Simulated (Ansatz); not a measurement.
The starting structures come from a database of crystals and need not be the phases stable at ambient conditions.

Inside the gap of an insulator the Bloch states are evanescent, with a wavenumber k + iκ along the transport direction.

Consider the following.

```yaml
crystal:
  lattice:
    - [4.23346, 0.00000, 0.00000]
    - [2.11673, 9.72118, 0.09439]
    - [2.11673, 0.42555, 3.64150]
  atoms:
    - { symbol: Bi, position: [0.40615, 0.78154, 0.40615] }
    - { symbol: Bi, position: [0.59385, 0.21846, 0.59385] }
    - { symbol: Te, position: [0.00000, 0.00000, 0.00000] }
    - { symbol: Se, position: [0.79202, 0.62395, 0.79202] }
    - { symbol: Se, position: [0.20798, 0.37605, 0.20798] }
```

Space group of this cell: R-3m. The cell was relaxed by PBE-D3(BJ); by r2SCAN its mean pressure is 1.4 GPa.

Transport runs along the normal of the first two printed cell vectors, the (101) plane of the conventional cell.

The gap is the functional's own, uncorrected, and κ follows it; spin-orbit coupling is left out. Mid-gap values are interpolated between the computed energies.

Task: Compute, with r2SCAN in Ansatz (a quantum-chemistry and plane-wave program), the band gap and the smallest decay constant κ at mid-gap.

Result: Gap 0.81 eV on a 8×8×8 mesh; κ = 0.079 1/Å, at the zone centre.
